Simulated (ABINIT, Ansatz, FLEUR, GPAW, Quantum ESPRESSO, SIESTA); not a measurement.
LiCuS2 (P1, 8 atoms in the cell) computed with different codes at matched settings

Self-consistent single point, at a second geometry (atoms moved at random). First geometry:

```
CELL_PARAMETERS angstrom
      5.96554     0.00000     0.00000
      0.00000     6.65461     0.00000
      0.00000     0.00000     3.37499
ATOMIC_POSITIONS crystal
  Li 0.00000 0.50000 0.50000
  Li 0.50000 0.00000 0.00000
  Cu 0.00000 0.00000 0.00000
  Cu 0.50000 0.50000 0.50000
  S  0.18406 0.85406 0.50000
  S  0.81594 0.14594 0.50000
  S  0.68406 0.64594 0.00000
  S  0.31594 0.35406 0.00000
```

Second geometry:
```yaml
crystal:
  lattice:
    - [5.96554, 0.00000, 0.00000]
    - [0.00000, 6.65461, 0.00000]
    - [0.00000, 0.00000, 3.37499]
  atoms:
    - { symbol: Li, position: [0.00266, 0.50313, 0.51007] }
    - { symbol: Li, position: [0.50274, 0.00510, 0.00270] }
    - { symbol: Cu, position: [0.99307, 0.98947, 0.98966] }
    - { symbol: Cu, position: [0.50231, 0.51315, 0.49835] }
    - { symbol: S, position: [0.18068, 0.85181, 0.50921] }
    - { symbol: S, position: [0.81614, 0.14907, 0.49930] }
    - { symbol: S, position: [0.68709, 0.64351, 0.99017] }
    - { symbol: S, position: [0.31530, 0.34476, 0.00054] }
```

Shared settings, as Ansatz (a quantum-chemistry and plane-wave program) writes them: kpoints.mp_grid.grid = 3 3 5; scf.occupations.method = fixed. Potentials and cutoffs stand in the table.

| code | model | ΔF from the first geometry (meV/atom) | pressure (GPa) | largest force (eV/Å) | gap on the mesh (eV) | cutoff |
|---|---|---|---|---|---|---|
| GPAW | PBEsol, GPAW PAW datasets PBEsol (made by gpaw-setup) | 14.5 | -2.69 | 1.210 | 0.381 | 800 eV |
| ABINIT | PBEsol, PAW (JTH v2.0 PBE PAW, files made for PBE) | 15.0 | -3.11 | 1.188 | 0.387 | 30 Ha |
| Ansatz | PBEsol, PAW files made with PBE | 15.0 | -3.14 | 1.180 | 0.389 | 30.9 Ry |
| FLEUR | PBEsol, all-electron FLAPW (FLEUR), scalar-relativistic valence | 15.1 | – | 1.210 | 0.392 | Kmax 4.3 1/bohr |
| SIESTA | GGA PBEsol, numerical atomic orbitals DZP, PseudoDojo PBEsol standard norm-conserving potentials (rewritten from UPF to PSML) | 13.2 | -2.81 | 1.254 | 0.333 | grid 300 Ry |
| Quantum ESPRESSO | PBEsol, GBRV 1.5 ultrasoft (PBESOL) pseudopotentials | 15.1 | -3.34 | 1.199 | 0.417 | 50 Ry |

Size of the force on each atom (eV/Å): Sizes of forces hide their directions.

| code | Li1 | Li2 | Cu3 | Cu4 | S5 | S6 | S7 | S8 |
|---|---|---|---|---|---|---|---|---|
| GPAW | 0.130 | 0.056 | 0.817 | 1.210 | 0.565 | 0.411 | 0.516 | 0.926 |
| ABINIT | 0.129 | 0.054 | 0.803 | 1.188 | 0.540 | 0.474 | 0.453 | 0.993 |
| Ansatz | 0.128 | 0.054 | 0.792 | 1.180 | 0.531 | 0.484 | 0.444 | 0.999 |
| FLEUR | 0.129 | 0.054 | 0.817 | 1.210 | 0.551 | 0.473 | 0.471 | 0.994 |
| SIESTA | 0.136 | 0.073 | 0.859 | 1.254 | 0.685 | 0.260 | 0.709 | 0.753 |
| Quantum ESPRESSO | 0.129 | 0.054 | 0.801 | 1.199 | 0.537 | 0.481 | 0.454 | 1.002 |

A dash marks a value that a program does not give, or that is left out as unsure.

Gaps are read on the mesh.

The spread over the programs that give each value: ΔF from the first geometry within 1.9 meV/atom; pressure within 0.65 GPa; largest force within 0.074 eV/Å; gap on the mesh within 0.084 eV.

SIESTA uses small atom-centred bases, whose incompleteness enters pressures, forces and empty levels differently from a plane-wave cutoff. FLEUR treats all electrons, but the usual bases taken here (sphere radii, linearisation, local orbitals, empty states) were not tested for convergence, so the values are no reference for the others. Ansatz's pressure is given at a fixed set of plane waves, as the other plane-wave codes print theirs; with its correction for the finite basis it is -3.11 GPa. In the force vectors, GPAW (by 0.094) and SIESTA (by 0.325) lie more than 0.08 eV/Å from the median of the plane-wave programs.

The starting cell comes from a database of computed structures (which also holds hypothetical and non-ambient phases and stackings), without a prior relaxation at this level. For this run, on top of that: atoms moved at random.

Left out of this page: CP2K (unsound by tests on forces, stress, charge or solver warnings).

Keys are those of Ansatz 0.2.
